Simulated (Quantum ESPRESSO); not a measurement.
Input and output of a self-consistent single point for LiGa₃ (I4/mmm, 4 atoms in the cell) (Quantum ESPRESSO).

Computed with PBEsol, PseudoDojo standard norm-conserving (PBESOL) pseudopotentials (plane waves; Quantum ESPRESSO).

```yaml
crystal:
  lattice:
    - [1.98920, -1.98920, 4.07211]
    - [1.98920, 1.98920, 4.07211]
    - [-1.98920, -1.98920, 4.07211]
  atoms:
    - { symbol: Li, position: [0.00000, 0.00000, 0.00000] }
    - { symbol: Ga, position: [0.50000, 0.25000, 0.75000] }
    - { symbol: Ga, position: [0.50000, 0.75000, 0.25000] }
    - { symbol: Ga, position: [0.00000, 0.50000, 0.50000] }
```

Reference input (self-consistent single point, DFT, PBEsol, plane waves, PseudoDojo standard norm-conserving (PBESOL) pseudopotentials): ecutwfc = 80 Ry; occupations = smearing; smearing = fd; degauss = 0.0036749 Ry; potentials = {Li: Li.upf, Ga: Ga.upf}; K_POINTS = automatic 8 8 8 0 0 0; conv_thr = 1e-10 Ry. This run's input differs from it in these lines:

```diff
@@ -18,2 +18,3 @@
   degauss = 0.0036749
+  nbnd = 21
 /
```

Output, abridged:

```
     Self-consistent Calculation

     iteration #  1     ecut=    80.00 Ry     beta= 0.70

---- Real-time Memory Report at c_bands before calling an iterative solver
           168 MiB given to the printing process from OS
           136 MiB allocation reported by mallinfo(arena+hblkhd)
------------------

 %%%%%%%%%%%%%%%%%%%%%%%%%%%%%%%%%%%%%%%%%%%%%%%%%%%%%%%%%%%%%%%%%%%%%%%%%%%%%%
     Error in routine efermig (1):
     internal error, cannot bracket Ef
 %%%%%%%%%%%%%%%%%%%%%%%%%%%%%%%%%%%%%%%%%%%%%%%%%%%%%%%%%%%%%%%%%%%%%%%%%%%%%%

     stopping ...
```

The program stopped with an error at about iteration 1. 

The starting cell comes from a database of computed structures (which also holds hypothetical and non-ambient phases and stackings), without a prior relaxation at this level.
